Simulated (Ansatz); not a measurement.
The starting structures come from a database of crystals and need not be the phases stable at ambient conditions.

 Where the default PAW files enter, the runs use the earlier of Ansatz's two default sets.

The decay constant κ of evanescent states in the gap governs leakage through a thin film.

Consider the following.

```
CELL_PARAMETERS angstrom
      4.04226     0.00000     0.00000
      2.02113     6.82637     0.00000
      2.02113     0.59841     3.44917
ATOMIC_POSITIONS crystal
  La 0.74190 0.77430 0.74190
  La 0.25810 0.22570 0.25810
  O  0.62271 0.13188 0.62271
  O  0.37729 0.86812 0.37729
  F  0.87066 0.38802 0.87066
  F  0.12934 0.61198 0.12934
```

Space group of this cell: R-3m. The cell is taken as given; by r2SCAN its mean pressure is 0.7 GPa.

Transport runs along the normal of the first two printed cell vectors, the (101) plane of the conventional cell.

The gap is the functional's own. No spin-orbit coupling. Mid-gap values are interpolated on the energy grid.

Estimate the band gap and the smallest decay constant κ at mid-gap that Ansatz (a quantum-chemistry and plane-wave program) with r2SCAN returns for this system.

Gap 4.74 eV on a 10×10×10 mesh; κ = 0.479 1/Å, at the zone centre.
